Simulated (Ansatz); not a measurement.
Base system: Rh in the fcc (Cu type) structure (space group Fm-3m, No. 225; a = 3.8000 Å). Axes: x, y, z lie along the cube axes.

All numbers come from DFT with r2SCAN, PAW potentials and a 500 eV plane-wave cutoff in Ansatz (a program for electronic structure), no spin-orbit coupling.

For the base:

- Pressure = 0.0 GPa
- Shortest interatomic distance = 2.687 Å

Now apply this change: uniaxial strain ε_yy = −3.77 %, all other strain components held at zero; the atoms relax in the strained cell.

**Question.** What happens to the pressure?

**Answer.** The pressure (mean of the normal stresses, compression positive) goes from zero to 12.2 GPa.

**Question.** How does this affect the shortest interatomic distance?

**Answer.** The shortest interatomic distance falls by 0.050 Å to 2.637 Å.

Whether these cells are dynamically stable was not tested. All final runs are without spin polarisation.
